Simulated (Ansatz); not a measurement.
ZnO (P6_3mc) under uniaxial stress along c (compression positive): band gap by PBE with spin-orbit coupling, rigid bands (plane waves, PAW; Ansatz, a program for electronic structure). The unloaded cell, whose axes the loads refer to:

```yaml
crystal:
  lattice:
    - [3.22991, 0.00000, 0.00000]
    - [-1.61495, 2.79718, 0.00000]
    - [0.00000, 0.00000, 5.21468]
  atoms:
    - { symbol: Zn, position: [0.33333, 0.66667, 0.99805] }
    - { symbol: Zn, position: [0.66667, 0.33333, 0.49805] }
    - { symbol: O, position: [0.33333, 0.66667, 0.37695] }
    - { symbol: O, position: [0.66667, 0.33333, 0.87695] }
```

```
uniaxial stress along c (compression positive) (GPa)  volume per atom (Å³)  band gap (eV)
----------------------------------------------------  --------------------  -------------
-8.8                                                                 11.99           0.64
-4.4                                                                 11.89           0.72
-2.2                                                                 11.83           0.76
0                                                                    11.78           0.79
2.2                                                                  11.71           0.82
4.4                                                                  11.64              ?
```

Question: Fit a straight line to band gap against the load over the rows given, and predict the row at 4.4 GPa.

Answer: The means are x̄ = -2.640 GPa and ȳ = 0.7460; Σ(x − x̄)(y − ȳ) = 1.179 and Σ(x − x̄)² = 71.63, so the slope is 16.5 meV per GPa, and the rows given lie within 6.8 meV of the line. At 4.4 GPa the line gives 0.86 eV; the calculation gives 0.86 eV, 0.22 % from it.

 Stresses and pressures are the targets of the relaxation. Gaps are resolved to about 0.01 eV. The structure type is held at every load. Geometry: cell and atoms relaxed with PBEsol.
